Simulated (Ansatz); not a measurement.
# How far PBE and PBEsol part for CuCl, holes 2.0×10^21 cm⁻³

Consider CuCl in the zinc blende structure (space group F-43m, No. 216; a = 5.424 Å).

(Cell as relaxed with PBE.)

Levels (all Ansatz, a first-principles code, PAW): PBE (420 eV, without spin-orbit coupling); PBEsol (420 eV, without spin-orbit coupling).

Each level relaxes its own structure.

```json
[
 {"base": "volume per atom", "PBE": "19.95 Å³", "PBEsol": "18.50 Å³"},
 {"base": "lattice parameter a", "PBE": "5.424 Å", "PBEsol": "5.290 Å"},
 {"base": "band gap", "PBE": "0.53 eV", "PBEsol": "0.55 eV"}
]
```

Modification: holes 2.0×10^21 cm⁻³, on a uniform background at fixed cell.

| quantity | PBE | PBEsol |
|---|---|---|
| shift of the gap caused by the change | +0.18 eV | +0.15 eV |
| gap character | direct at Γ | direct at Γ |
| Fermi level relative to the doped band's edge (positive inside the band; to 0.05 eV) | +0.10 eV | +0.15 eV |
| gap between the host's bands | 0.71 eV | 0.71 eV |

PBE's shift of the gap caused by the change lies 0.03 eV above PBEsol's; PBE's Fermi level from band edge lies 0.05 eV below PBEsol's; the two agree on the gap character and gap between the host's bands. Neither level is exact; PBEsol is the comparison here, not a measurement.

Charged cell with a jellium background: band edges are those of the host's band count, energies are not comparable with the neutral cell, and many-body gap narrowing is missing. Stability against distortions was not tested. No Hubbard U is applied. All final runs are without spin polarisation.
